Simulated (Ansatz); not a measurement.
## LaNbN₃ (space group R3c, No. 161; a hypothetical phase, not in the database extracts checked)

```xyz
10
Lattice="2.9008 1.6748 4.6886 -2.9008 1.6748 4.6886 0.0000 -3.3496 4.6886" Properties=species:S:1:pos:R:3 pbc="T T T"
La     0.0000     0.0000     7.5568
La     0.0000     0.0000     0.5239
Nb     0.0000     0.0000    11.1099
Nb     0.0000     0.0000     4.0770
N      2.5220    -0.0197     7.7577
N     -1.2439     2.1940     7.7577
N     -1.2781    -2.1743     7.7577
N     -1.6227    -0.4995     5.4134
N      0.3788     1.6551     5.4134
N      1.2439    -1.1556     5.4134
```

Method: PBE (Ansatz, a first-principles code, PAW, no spin-orbit coupling). k-mesh 10×10×10 (Γ-centred); smearing 0.05 eV (Fermi–Dirac).

| Quantity | Result |
|---|---|
| Volume per atom | 13.67 Å³ |
| Density | 6.65 g/cm³ |
| Band gap | zero |
| Total energy | -2391.827 eV/atom (σ→0; compares only within this code and set-up) |

No phonon test of stability was made. All final runs are without spin polarisation.
